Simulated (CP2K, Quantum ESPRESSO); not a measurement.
A CP2K input for a self-consistent single point of K2S (Fm-3m, 3 atoms in the cell) (DFT PBE, GPW, DZVP-MOLOPT-SR-GTH basis, GTH-PBE potentials (GTH_POTENTIALS)):

```
&GLOBAL
  PROJECT calc
  RUN_TYPE ENERGY_FORCE
  PRINT_LEVEL LOW
&END GLOBAL
&FORCE_EVAL
  METHOD Quickstep
  STRESS_TENSOR ANALYTICAL
  &DFT
    BASIS_SET_FILE_NAME BASIS_MOLOPT
    POTENTIAL_FILE_NAME GTH_POTENTIALS
    &QS
      METHOD GPW
      EPS_DEFAULT 1E-11
    &END QS
    &MGRID
      CUTOFF 500
      REL_CUTOFF 60
      NGRIDS 5
    &END MGRID
    &SCF
      SCF_GUESS ATOMIC
      EPS_SCF 1E-6
      MAX_SCF 100
      ADDED_MOS 5
      &DIAGONALIZATION
        ALGORITHM STANDARD
      &END DIAGONALIZATION
      &MIXING
        METHOD BROYDEN_MIXING
        ALPHA 0.2
        NBUFFER 8
      &END MIXING
      &SMEAR ON
        METHOD FERMI_DIRAC
        ELECTRONIC_TEMPERATURE [K] 116.05
      &END SMEAR
    &END SCF
    &KPOINTS
      SCHEME MONKHORST-PACK 5 5 5
    &END KPOINTS
    &XC
      &XC_FUNCTIONAL PBE
      &END XC_FUNCTIONAL
    &END XC
    &PRINT
      &MO
        EIGENVALUES T
        OCCUPATION_NUMBERS T
        NDIGITS 8
        FILENAME mo
        &EACH
          QS_SCF 0
        &END EACH
        ADD_LAST NUMERIC
      &END MO
      &MULLIKEN OFF
      &END MULLIKEN
    &END PRINT
  &END DFT
  &SUBSYS
    &CELL
      ABC 5.37189200 5.37189205 5.37189173
      ALPHA_BETA_GAMMA 59.99999470 59.99999836 60.00000033
      PERIODIC XYZ
    &END CELL
    &COORD
      SCALED
      K        0.75000000     0.75000000     0.75000000
      K        0.25000000     0.25000000     0.25000000
      S        0.00000000     0.00000000     0.00000000
    &END COORD
    &KIND K
      BASIS_SET DZVP-MOLOPT-SR-GTH-q9
      POTENTIAL GTH-PBE-q9
    &END KIND
    &KIND S
      BASIS_SET DZVP-MOLOPT-SR-GTH-q6
      POTENTIAL GTH-PBE-q6
    &END KIND
  &END SUBSYS
  &PRINT
    &FORCES ON
    &END FORCES
    &STRESS_TENSOR ON
    &END STRESS_TENSOR
  &END PRINT
&END FORCE_EVAL
```

**Question.** Give the Quantum ESPRESSO input for the same structure, mesh, smearing and functional.

**Answer.** This is the input that was run; spellings and numerical settings could be chosen otherwise.

```fortran
&CONTROL
    calculation = 'scf'
    prefix = 'k2s'
    outdir = './tmp'
    pseudo_dir = './'
    verbosity = 'high'
    tprnfor = .true.
    tstress = .true.
/
&SYSTEM
    ibrav = 0
    nat = 3
    ntyp = 2
    ecutwfc = 50
    ecutrho = 350
    occupations = 'smearing'
    smearing = 'fd'
    degauss = 0.000734986
/
&ELECTRONS
    conv_thr = 1.0d-9
    mixing_beta = 0.3
/
ATOMIC_SPECIES
K     39.0983  K.pbe-spn-kjpaw_psl.1.0.0.UPF
S     32.0600  S.pbe-n-kjpaw_psl.1.0.0.UPF
CELL_PARAMETERS {angstrom}
   0.000000000     3.798501000     3.798501000
   3.798501000     0.000000000     3.798501000
   3.798501000     3.798501000     0.000000000
ATOMIC_POSITIONS {bohr}
K    10.767189861   10.767189861   10.767189861
K     3.589063287    3.589063287    3.589063287
S     0.000000000    0.000000000    0.000000000
K_POINTS {automatic}
5 5 5  0 0 0
```

Basis, cutoffs, solver keys and any potentials are the target program's own. This input uses DFT, PBE, plane waves, PSlibrary PAW (PBE) pseudopotentials. Both were run: pressure -0.85 GPa in CP2K and -0.98 in Quantum ESPRESSO; gap on the mesh 2.230 eV in CP2K and 2.194 in Quantum ESPRESSO.

On Quantum ESPRESSO: the starting cell comes from a database of computed structures (which also holds hypothetical and non-ambient phases and stackings), without a prior relaxation at this level. Its lattice was rescaled by a random factor within 2.5 % of one.

On CP2K: the starting cell comes from a database of computed structures (which also holds hypothetical and non-ambient phases and stackings), without a prior relaxation at this level. Its lattice was rescaled by a random factor within 2.5 % of one. Values carry the incompleteness of an atom-centred basis.
